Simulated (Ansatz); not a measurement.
System: MoPt (Pmma, No. 51; cell taken from a computed entry). Method: PBEsol in Ansatz (PAW).

Excerpt of the program's output:

```
Relaxation: its limit of steps is 80 (relax.max_steps)
Crystal: 4 atoms, lattice volume = 58.308 Å³
Basis set: ecut = 520 eV, 1573 PW (Γ), exchange–correlation on 72×48×80 points (8 copies of the dense FFT grid, shifted against one another)
Bands: 39, of which v1, the nominal top of the filled ones, is band 32 counted from 1 (31 counted from 0)
Symmetry: 8 space group operations
Space group: Pmma (ITA 51), of the structure as read, at distance tolerance 3.9e-5 Å
k-points: 539 of 2880
Initial density: superposition of atomic densities (chi_scale 0.1, normalization cell, long waves kept (reshape's long-wave potential 0.00 eV rms))
Functional: x = pbesol(κ = 0.804, μ = 0.12345679012345678), c = pbesol(β = 0.046)
SCF iter   1: F=—  HF=-34570.644291 eV  |F-HF|=—  |Δ(HF+E_count)|=         —  Δρ=1.39e-1  dr2=1.48e1
SCF iter   2: F=—  HF=-34568.026082 eV  |F-HF|=—  |Δ(HF+E_count)|=    2.62e0  Δρ=6.95e-2  dr2=3.80e0
  ...
SCF 1 converged in 8 iterations: F = -34567.204306 eV  dr2 = 1.46e-8
Crystal: 4 atoms, lattice volume = 58.308 Å³
Basis set: ecut = 520 eV, 1569 PW (Γ), exchange–correlation on 72×48×80 points (8 copies of the dense FFT grid, shifted against one another)
Initial density: handed on by an earlier stage of this run
SCF 2 converged in 6 iterations: F = -34567.204290 eV  dr2 = 1.99e-11
Crystal: 4 atoms, lattice volume = 58.308 Å³
SCF 3 converged in 6 iterations: F = -34567.204354 eV  dr2 = 4.29e-12
Crystal: 4 atoms, lattice volume = 58.308 Å³
SCF iter   7: F=-34567.204354 eV  HF=-34567.204354 eV  |F-HF|=7.28e-12  |Δ(HF+E_count)|=  1.46e-11  Δρ=3.96e-9  dr2=4.66e-15
SCF iter   8: F=-34567.204354 eV  HF=-34567.204354 eV  |F-HF|=1.46e-11  |Δ(HF+E_count)|=  2.91e-11  Δρ=1.14e-9  dr2=4.07e-16
SCF 4 converged in 8 iterations: F = -34567.204354 eV  dr2 = 4.07e-16
SCF converged after 8 iterations
Free energy (F): -34567.204354 eV
Internal energy: -34567.178709 eV  (E = F + TS)
E sigma→0 (E₀):  -34567.191531 eV
Fermi energy:    23.795462 eV
--- Forces (eV/Å), atoms counted from 1 ---
  atom   1  Mo     0.00000000     0.00000000    -0.00009945
  atom   2  Mo     0.00000000     0.00000000     0.00009945
  atom   3  Pt     0.00000000     0.00000000    -0.00060870
  atom   4  Pt     0.00000000     0.00000000     0.00060870
--- Stress (GPa, compression-positive) ---
        6.443707       0.000000       0.000000
        0.000000       6.454330       0.000000
        0.000000       0.000000       6.449397
  P = ⅓ Tr σ = 6.4491 GPa (64.491 kbar)
```

Q: Write an input file that could have produced this run (the log leaves some choices open).

A: Several could match; the one computed here: 
Ansatz 0.2 input:
```yaml
crystal:
  lattice:
    - [4.4242492347, 0.0, 0.0]
    - [0.0, 2.7008590013, 0.0]
    - [0.0, 0.0, 4.879641843]
  atoms:
    - { symbol: Mo, position: [0.25, 0.0, 0.1637104907] }
    - { symbol: Mo, position: [0.75, 0.0, 0.8362895093] }
    - { symbol: Pt, position: [0.25, 0.5, 0.6643718148] }
    - { symbol: Pt, position: [0.75, 0.5, 0.3356281852] }
basis:
  ecutwfc: 520
  ecutrho_ratio: 4
  xc_grid: 2
kpoints:
  mp_grid: { grid: [12, 20, 12] }
hamiltonian:
  xc: pbesol
  dispersion: none
  pseudopotentials: { azcp: { folder: ./paw }, kind: paw }
scf:
  occupations: { method: fermi_dirac, width: 0.05 }
output:
  forces: true
  stress: true
  eigenvalues: true
relax:
  f_tol: 0.004
  escape_saddle: false
  max_steps: 80
  cell: { stress_tol: 0.02, fix: [volume] }
```

The cell is one volume of an energy–volume scan, off the minimum.

The PAW data were made under PBE.

Note: the run has no spin polarisation, so it can have missed a magnetic state. Note: the relaxation could not lower the start's symmetry, so the cell can be a saddle point above a distorted one.

Computing time: roughly 6 core-minutes.

Ansatz is an electronic-structure program.
